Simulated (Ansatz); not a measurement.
We consider 1T (CdI2-type) MnBr2, described by r²SCAN (Ansatz, a first-principles code, plane waves, PAW).

Numerical settings: plane-wave cutoff 560 eV, 12×12×6 k mesh (along the axes of the cell as run), Fermi–Dirac smearing 0.01 eV, spin-polarised with parallel moments, scalar-relativistic PAW data made under PBE.

Computed at the level's own relaxed cell.

What does this level give for the bulk modulus B0, c axis length, direct gap at Γ and band gap?


bulk modulus B0: 9.69 GPa
c axis length: 6.518 Å
direct gap at Γ: 3.08 eV
band gap: 2.63 eV (indirect)

Note: the magnetic order was assumed, not searched for or taken from measurement; for a layered or molecular solid the relaxed cell lies over 5 % above the published volume, where the minimum can be shallow; the cell comes from a level without a dispersion term, which matters for the spacing of layers, chains or molecules; the volume lies 8 % above that of the published cell; the bulk modulus comes from volumes at which shape and atoms were relaxed.

Spin–orbit coupling is not included.

Static lattice: no zero-point or thermal effects.

The result took about 22 core-minutes (a rough figure).
